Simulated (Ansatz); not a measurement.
## Au: response to strain

Base system: Au in the fcc (Cu type) structure (space group Fm-3m, No. 225; a = 4.0477 Å; relaxed with 0.1 eV smearing).

Strains are applied to the cell and any free atomic positions relax.

Computed with Ansatz (an electronic-structure program), LDA, PAW, cutoff 420 eV, no SOC.

Candidates:
(a) isotropic strain +1.00 %
(b) isotropic strain −1.50 %
(c) isotropic strain −2.50 %
(d) isotropic strain −1.00 %
(e) isotropic strain +2.50 %

Notes on the quantities. energy relative to the base: free energy F.

Question: Order them by energy relative to the base, highest first.

Answer: (c) isotropic strain −2.50 % (+64 meV/atom), (e) isotropic strain +2.50 % (+50 meV/atom), (b) isotropic strain −1.50 % (+22 meV/atom), (d) isotropic strain −1.00 % (+9.5 meV/atom), (a) isotropic strain +1.00 % (+8.6 meV/atom)

No phonon test of stability was made.
